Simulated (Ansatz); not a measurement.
**A computed series for LiF: response to strain**

Consider LiF in the rock salt structure (space group Fm-3m, No. 225).

```
CELL_PARAMETERS angstrom
      0.00000     1.99510     1.99510
      1.99510     0.00000     1.99510
      1.99510     1.99510     0.00000
ATOMIC_POSITIONS crystal
  F  0.00000 0.00000 0.00000
  Li 0.50000 0.50000 0.50000
```

Cartesian axes are those of the cell as printed.

Strains are applied to the cell and any free atomic positions relax; under biaxial strain the out-of-plane vector relaxes too; under stress the whole cell relaxes.

Computed with r2SCAN (Ansatz, a program for electronic structure, PAW, no spin-orbit coupling).

```tsv
change	band gap	space group	volume per atom
base	10.33 eV	Fm-3m (No. 225)	7.94 Å³
biaxial strain +0.40 %, plane normal [001], relaxed out of plane	___	I4/mmm (No. 139)	___
biaxial strain +1.23 %, plane normal [001], relaxed out of plane	10.15 eV	I4/mmm (No. 139)	8.07 Å³
biaxial strain +2.21 %, plane normal [001], relaxed out of plane	10.01 eV	I4/mmm (No. 139)	8.18 Å³
biaxial strain +0.58 %, plane normal [110], relaxed out of plane	10.22 eV	Immm (No. 71)	8.01 Å³
isotropic strain +1.34 %	9.95 eV	Fm-3m (No. 225)	8.26 Å³
uniaxial strain ε_xx = +2.14 %	10.09 eV	I4/mmm (No. 139)	8.11 Å³
uniaxial stress, 3 GPa tension along x	10.12 eV	I4/mmm (No. 139)	8.07 Å³
uniaxial stress, 2 GPa compression along x	10.38 eV	I4/mmm (No. 139)	7.88 Å³
uniaxial stress, 0.5 GPa compression along x	10.34 eV	I4/mmm (No. 139)	7.92 Å³
```

**Question.** What belongs in the blanks?

**Answer.** 
- biaxial strain +0.40 %, plane normal [001], relaxed out of plane, band gap: 10.27 eV
- biaxial strain +0.40 %, plane normal [001], relaxed out of plane, volume per atom: 7.98 Å³

A biaxial case was relaxed in a doubled cell and then solved in the primitive one. Stability under load was not tested beyond the relaxation.
